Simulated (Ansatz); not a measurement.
The reference is InP in the zinc blende structure (space group F-43m, No. 216; a = 5.907 Å). Axes: x, y, z lie along the cube axes.

Now apply this change: compressive biaxial strain of 1.67 % in the plane normal to [111], as in epitaxy on a mismatched substrate; the out-of-plane cell vector and the atoms relax.

The values are results of r2SCAN in Ansatz (plane waves to 500 eV, PAW, scalar-relativistic without spin-orbit coupling), not measurements.

Question: Give the band edges at the high-symmetry points of the new zone, measured from its valence-band maximum.

Answer: 
| point | valence edge (eV) | conduction edge (eV) |
|---|---|---|
| Γ | 0.00 | 1.08 |
| T | -0.96 | 2.04 |
| H₂ | -3.07 | 4.42 |
| H₀ | -3.07 | 4.42 |
| L | -1.04 | 1.71 |
| S₀ | -2.15 | 2.45 |
| S₂ | -2.15 | 2.45 |
| F | -2.38 | 1.90 |

The gap is 1.08 eV, direct at Γ.

Stability against distortions was not tested. k-point labels follow each cell's own Brillouin zone.

Ansatz is a program for electronic structure.
